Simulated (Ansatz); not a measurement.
Structures of equal composition on the (0001) surface of hcp Ti: a layer of Mo in place of the second plane; a layer of Mo in place of the third plane. The slabs share one bottom face, and each structure is named by its start. These are constructed structures in small cells; real faces may alloy, dewet or reconstruct in larger ones, and not all known structures of the face are among them. Slabs of about 12 Å with all that they carry, Fermi-Dirac smearing of 0.1 eV. Bottom of the slabs: a bare face, its two planes held. Relaxed from the named starts with such symmetry as they have, on meshes of like density; energies extrapolated to zero smearing; no spin-orbit coupling, no U. Spin-polarised runs, if any, are marked in brackets, and their order is one that fits the cell; the others ran without spin.

Computed with PBE (plane waves to 420 eV, PAW; Ansatz, an electronic-structure program).

Problem. Order them by energy per 1x1 cell (lowest first) at the level PBE.

Solution. a layer of Mo in place of the second plane (0.000 eV), a layer of Mo in place of the third plane (0.038 eV)
